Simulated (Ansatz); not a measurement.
## HgTe (P3₁21, No. 152, 6 atoms in the cell; start mp-358; a measured phase of this formula has another space group)

These are r²SCAN0 in Ansatz (plane waves, PAW) values and carry that method's errors.

Numerical settings: plane-wave cutoff 520 eV, 6×6×2 k mesh (along the axes of the cell as run), Fermi–Dirac smearing 0.01 eV, scalar-relativistic PAW data made under PBE.

Cell (relaxed with PBEsol):

HgTe is taken in the trigonal space group P3₁21 (No. 152), Pearson symbol hP6. Conventional cell: a = b = 4.513 Å, c = 10.155 Å, α = β = 90.00°, γ = 120.00°. Hg on 3a is coordinated by 2 Te at 2.737 Å and 2 Te at 3.093 Å and 2 Te at 3.616 Å. Te on 3b is coordinated by 2 Hg at 2.737 Å and 2 Hg at 3.093 Å and 2 Hg at 3.616 Å. (Neighbours: up to the widest gap in distance over summed covalent radii, below 1.35, at either atom; cation-cation and far metal-metal contacts left out.)

```json
{
 "band_gap": "1.51 eV (on the SCF k mesh)",
 "smallest_direct_gap_on_the_k_points_sampled": "1.77 eV"
}
```

Note: cell and atoms aren't relaxed at this level (largest force component 0.28 eV/Å, pressure 1.1 GPa).

Spin–orbit coupling is not included; with these elements it can move the gap by several tenths of an eV or more.

Static lattice: no zero-point or thermal effects.

Cost on a shared machine: about 16 core-minutes (a rough figure).

A start named mp-… is a Materials Project structure, which need not be a measured phase.

Ansatz is a first-principles code.
